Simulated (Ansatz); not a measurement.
The structure below was relaxed with LDA, PAW, 420 eV (Ansatz, a quantum-chemistry and plane-wave program; no SOC), at pressure 0.9 GPa.

```xyz
8
Lattice="-2.7440 2.7440 5.4596 2.7440 -2.7440 5.4596 2.7440 2.7440 -5.4596" Properties=species:S:1:pos:R:3 pbc="T T T"
Ga     0.0000     0.0000     5.4596
Ga     2.7440     0.0000     2.7298
Cu     0.0000     0.0000     0.0000
Cu     0.0000     2.7440     2.7298
Se     1.4223     1.3720     6.8245
Se     4.1159     1.3216    -1.3649
Se     1.3216     1.3720     1.3649
Se    -1.3720     1.4223     4.0947
```

Problem. Find the space group and the Wyckoff positions.

Solution. Space group I-42d (No. 122); a = 5.488 Å, b = 5.488 Å, c = 10.919 Å, α = 90.00°, β = 90.00°, γ = 90.00°

| atom | site | symmetry | x | y | z |
|---|---|---|---|---|---|
| Ga | 4b | -4.. | 0.0000 | 0.0000 | 0.5000 |
| Cu | 4a | -4.. | 0.0000 | 0.0000 | 0.0000 |
| Se | 8d | .2. | 0.2408 | 0.2500 | 0.1250 |

Problem. Describe the coordination.

Solution. The crystal has 16 atoms in its conventional cell. Lattice parameters: a = b = 5.488 Å, c = 10.919 Å, α = β = γ = 90.00°. Ga has 4 Se at 2.402 Å (tetrahedral). Cu is coordinated by 4 Se at 2.343 Å (tetrahedral). Se sees 2 Cu at 2.343 Å and 2 Ga at 2.402 Å (tetrahedral). (Neighbours: up to the widest gap in distance over summed covalent radii, below 1.35, at either atom; cation-cation and far metal-metal contacts left out.)

Load acts through the strain it causes; cell and atoms are relaxed under it. Whether these cells are dynamically stable was not tested. The final runs are not spin-polarised. The cell was made from GaCuSe2 in the chalcopyrite structure (space group I-42d, No. 122) by this change: pressure 0.9 GPa.
